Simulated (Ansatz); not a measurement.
**ZrS2, pressure series**

Consider ZrS2 in the CdI2 type structure (space group P-3m1, No. 164; a = 3.635 Å, c = 5.720 Å; layered, stacked along the Cartesian z axis).

Cell and atoms are relaxed at each pressure.

Calculations: DFT with PBE-D3(BJ), PAW potentials and a 420 eV plane-wave cutoff in Ansatz (a first-principles code), without spin-orbit coupling.

Candidates:
(a) pressure −1 GPa
(b) pressure 5 GPa
(c) pressure 0.3 GPa
(d) pressure 7.5 GPa
(e) pressure 3 GPa

For the base:

The band gap comes out as 0.66 eV.

**Question.** Order them by band gap, highest first.

**Answer.** (a) pressure −1 GPa (0.83 eV), (c) pressure 0.3 GPa (0.61 eV), (e) pressure 3 GPa (0.32 eV), (b) pressure 5 GPa (0.15 eV), (d) pressure 7.5 GPa (zero)

The mesh was chosen for an insulator and is coarse for the gapless case. Load acts through the strain it causes; cell and atoms are relaxed under it. Stability against distortions was not tested. Competing high-pressure phases were not computed. All final runs are without spin polarisation. A zero or small gap of ZrS2 under pressure 5 GPa and ZrS2 under pressure 7.5 GPa can be the functional's error rather than a property of the material.
